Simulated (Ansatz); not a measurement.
The starting structures come from a database of crystals and need not be the phases stable at ambient conditions.

By PBEsol, the system below comes out a metal.

Crystal: Hf₂N (P4_2/mnm, anti-rutile, not sure to be the ambient phase, 6 atoms a cell, 15.3 Å³ an atom, -2 GPa at this level); planes in its conventional cell.

Computed with PBEsol (plane waves, PAW; Ansatz, a quantum-chemistry and plane-wave program).

G/A = (e²/h) × open channels of both spins per area, as a mean over 0.1 eV about the Fermi level, without spin-orbit coupling, for the cells as given.

```tsv
plane	area (Å²)	G/A (10¹⁵ S/m²)
(001)	28.2	0.74
(100)	17.2	…
(110)	24.4	…
```

### Question
Complete the blanks.

### Answer

- (100), G/A (10¹⁵ S/m²): 0.39
- (110), G/A (10¹⁵ S/m²): 0.38
